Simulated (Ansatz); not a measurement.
A user runs Ansatz (an electronic-structure program) on FeAs (C2/c, 4 atoms in the cell) and asks whether the run is sound. The aim is a self-consistent single point with DFT, PBE, plane waves, default PAW files.

Cell that was meant: a = 3.9482 Å, b = 3.9482 Å, c = 6.9812 Å, α = 97.69°, β = 97.69°, γ = 72.32°.

Part of the input:

Ansatz 0.2 input:
```yaml
    - [3.187730, 2.329547, 0.000000]
    - [-1.157030, 0.000000, 6.884607]
  atoms:
    - { symbol: Fe, position: [0.000000, 0.500000, 0.000000] }
    - { symbol: Fe, position: [0.500000, 0.000000, 0.500000] }
    - { symbol: As, position: [0.581600, 0.418400, 0.250000] }
    - { symbol: As, position: [0.418400, 0.581600, 0.750000] }
kpoints:
[...]
  xc: pbe
  pseudopotentials:
    kind: paw
scf:
  occupations:
    method: fermi_dirac
    width: 0.1
```

Output (repeated stretches shortened):

```
WARN basis.ecutwfc = 420 eV, the default
WARN ansatz: RAYON_NUM_THREADS=1 ignored (pool sized by the plan → 1); use --threads N
   [... lines left out ...]
Bands: 38, of which v1, the nominal top of the filled ones, is band 31 counted from 1 (30 counted from 0)
Symmetry: 4 space group operations
Space group: C2/c (ITA 15), of the structure as read, at distance tolerance 4.7e-5 Å
k-points: 24 of 75
Initial density: superposition of atomic densities (neutral atoms: chi_scale 0, normalization atom), corrected by the library's trained network
Initial wavefunctions: pseudopotential atomic-orbital guess
Eigensolver: davidson
Functional: x = pbe(κ = 0.804, μ = 0.2195149727645171), c = pbe(β = 0.06672455060314922)
SCF iter   1: F=—  HF=-18667.670326 eV  |F-HF|=—  |Δ(HF+E_count)|=         —  Δρ=1.42e-2  dr2=5.91e-2  ethr=1.77e-3  ⟨swp⟩=5.8  Hψ=3332  notcnv=0
all-band conjugate gradients solve this SCF's bands
preconditioner: auto → LDOS
SCF iter   2: F=—  HF=-18667.733626 eV  |F-HF|=—  |Δ(HF+E_count)|=   6.33e-2  Δρ=3.26e-2  dr2=2.89e-1  ethr=9.54e-5  ⟨swp⟩=2.0  Hψ=2015  notcnv=0
   [... lines left out ...]
SCF iter   7: F=—  HF=-18667.659006 eV  |F-HF|=—  |Δ(HF+E_count)|=   5.77e-7  Δρ=7.59e-5  dr2=3.97e-6  ethr=1.88e-8  ⟨swp⟩=1.0  Hψ=912  notcnv=0
SCF iter   8: F=—  HF=-18667.659006 eV  |F-HF|=—  |Δ(HF+E_count)|=   6.78e-8  Δρ=2.09e-5  dr2=4.24e-7  ethr=6.41e-9  ⟨swp⟩=1.0  Hψ=912  notcnv=0
SCF iter   9: F=-18667.659006 eV  HF=-18667.659006 eV  |F-HF|=3.59e-8  |Δ(HF+E_count)|=   1.24e-7  Δρ=1.03e-5  dr2=6.60e-8  ethr=1.61e-10  ⟨swp⟩=4.0  Hψ=3261  notcnv=0
SCF 1 converged in 9 iterations: F = -18667.659006 eV  dr2 = 6.60e-8
Free energy (F): -18667.659006 eV
Internal energy: -18667.152830 eV  (E = F + TS)
E sigma→0 (E₀):  -18667.405918 eV
Entropy (-TS):   -0.506176 eV (-126.544 meV/atom)
Fermi energy:    6.646787 eV
--- Forces (eV/Å), atoms counted from 1 ---
  atom   1  Fe     0.00000000     0.00000000     0.00000000
  atom   2  Fe     0.00000000     0.00000000     0.00000000
  atom   3  As     0.00000000     0.37430472    -0.00000000
  atom   4  As    -0.00000000    -0.37430472     0.00000000
--- Stress (GPa, compression-positive) ---
      -20.057660       0.000000       2.701639
        0.000000     -13.056031       0.000000
        2.701637       0.000000     -19.487017
  P = ⅓ Tr σ = -17.5336 GPa (-175.336 kbar)
  The stress holds the Pulay correction. Without it, at fixed plane waves, as pw.x and ABINIT print it: P = -17.5574 GPa
```

Question: Is anything amiss in this input, and did it matter?

Answer: The run is not sound. The fault is no spin polarisation for a cell with magnetic atoms. A run without spin cannot form moments, so any exchange energy of the magnetic state is missed. To fix it, switch spin polarisation on and give starting moments. The run converged in 9 iterations without an error; against the sound input the free energy goes up by 583 meV/atom, the pressure goes from -11.58 to -17.53 GPa, the largest force goes from 0.269 to 0.374 eV/Å and the net moment of 1.58 μB/atom is absent without spin.

The sound input it was made from differs as follows (other fixes are possible):
```diff
-    - { symbol: Fe, position: [0.000000, 0.500000, 0.000000] }
-    - { symbol: Fe, position: [0.500000, 0.000000, 0.500000] }
+    - { symbol: Fe, position: [0.000000, 0.500000, 0.000000], spin: 4.0 }
+    - { symbol: Fe, position: [0.500000, 0.000000, 0.500000], spin: 4.0 }
+magnetization:
+  spin_polarized: true
```

With that input, the run converged in 24 iterations: free energy E − TS (on the zero of these files) -18669.9927 eV; Fermi level (on the code's own zero) 7.11 eV; pressure -11.58 GPa; largest force (vector length) 0.269 eV/Å; size of the cell's spin moment 6.31 μB (DFT, PBE, plane waves, default PAW files).

On the sound input: the starting cell was generated: these elements placed on a structure prototype, without a prior relaxation; it need not be a known phase or ordering of this composition. The magnetic order is the one reached from the typed start; others were not searched systematically. The program warned that, by what it read of turns of the moments, another magnetic order lies lower. With a pressure of about -12 GPa the cell is away from its equilibrium volume at this level. Ansatz's pressure includes its estimate of the finite-basis (Pulay) stress.
